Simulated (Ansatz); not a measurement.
Results of r²SCAN in Ansatz (plane waves, PAW) for B2O3 (P3₁21, No. 152).

Settings: plane-wave cutoff 500 eV, 12×12×6 k mesh (along the axes of the cell as run), Fermi–Dirac smearing 0.05 eV, scalar-relativistic PAW data made under PBE.

Cell (relaxed at this level):

```cif
data_B6O9
_chemical_formula_sum 'B6 O9'
_space_group_name_H-M_alt 'P 1'
_space_group_IT_number 1
_cell_length_a 4.34408
_cell_length_b 4.34408
_cell_length_c 8.39275
_cell_angle_alpha 90.000
_cell_angle_beta 90.000
_cell_angle_gamma 120.000
loop_
_space_group_symop_operation_xyz
  'x, y, z'
loop_
_atom_site_label
_atom_site_type_symbol
_atom_site_fract_x
_atom_site_fract_y
_atom_site_fract_z
_atom_site_occupancy
B1 B 0.77023 0.60265 0.77529 1
B2 B 0.39735 0.16759 0.10863 1
B3 B 0.83241 0.22977 0.44196 1
B4 B 0.60265 0.77023 0.22471 1
B5 B 0.16759 0.39735 0.89137 1
B6 B 0.22977 0.83241 0.55804 1
O1 O 0.14389 0.54588 0.46198 1
O2 O 0.45412 0.59801 0.79531 1
O3 O 0.40199 0.85611 0.12864 1
O4 O 0.54588 0.14389 0.53802 1
O5 O 0.59801 0.45412 0.20469 1
O6 O 0.85611 0.40199 0.87136 1
O7 O 0.00000 0.84018 0.66667 1
O8 O 0.15982 0.15982 0.00000 1
O9 O 0.84018 0.00000 0.33333 1
```

Task: What does this level give for the band gap?

Result: 
band gap: 7.35 eV (on the SCF k mesh)

Ansatz is a first-principles code.
